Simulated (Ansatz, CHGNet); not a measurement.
**Ladder of methods for the c axis length of C11b MoSi₂**

Reference value: 7.845 Å (measured, temperature not stated, not corrected to a static lattice; as tabulated in Pavlosiuk et al. (2022), arXiv:2202.05362).

Problem. What do CHGNet-r²SCAN, LDA, PBE, PBEsol-D3(BJ), Hartree–Fock give, and how far is each from the reference?

Solution. 
```csv
level (code),value (Å),difference (%)
CHGNet-r²SCAN,7.838,-0.09
LDA (Ansatz),7.777,-0.87
PBE (Ansatz),7.873,+0.36
PBEsol-D3(BJ) (Ansatz),7.755,-1.15
Hartree–Fock (Ansatz),7.818,-0.34
```

The reference's temperature isn't stated, so close values are not ranked against it.

The measured value isn't corrected to a static lattice, so vibrations enter the comparison.  Cutoffs and k meshes differ between the levels. Ansatz's density-functional and Hartree–Fock values are scalar-relativistic unless marked +SOC, with PAW data made under PBE.

Machine-learned potentials (CHGNet-r²SCAN) are trained on DFT data: a solid inside that data is no test of them.

Differences are worked out from the printed values.

Ansatz is an electronic-structure program.
